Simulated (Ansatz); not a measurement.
TiC: response to strain

The parent structure is TiC in the rock salt structure (space group Fm-3m, No. 225; a = 4.261 Å; relaxed with 0.1 eV smearing). Axes: x, y, z lie along the cube axes.

Strains are applied to the cell and any free atomic positions relax.

All numbers come from Ansatz (a program for electronic structure), LDA, PAW, cutoff 420 eV, no SOC.

Notes on the quantities. pressure: mean of the normal stresses, compression positive; energy relative to the base: free energy F.

```
case                         pressure  energy relative to the base
---------------------------  --------  ---------------------------
base                          0.0 GPa                   0 meV/atom
tensor shear ε_xy = +0.29 %   0.0 GPa                +0.2 meV/atom
tensor shear ε_xy = +0.57 %   0.0 GPa                +0.7 meV/atom
tensor shear ε_xy = +2.00 %   0.1 GPa                +8.6 meV/atom
tensor shear ε_xy = +1.14 %   0.0 GPa                +2.8 meV/atom
tensor shear ε_xy = +0.86 %   0.0 GPa                +1.6 meV/atom
tensor shear ε_xy = +1.43 %   0.1 GPa                          ___
tensor shear ε_xy = +1.71 %   0.1 GPa                +6.3 meV/atom
```

**Question.** What belongs in the blanks?

**Answer.** 
- tensor shear ε_xy = +1.43 %, energy relative to the base: +4.4 meV/atom

Stability against distortions was not tested. All final runs are without spin polarisation.
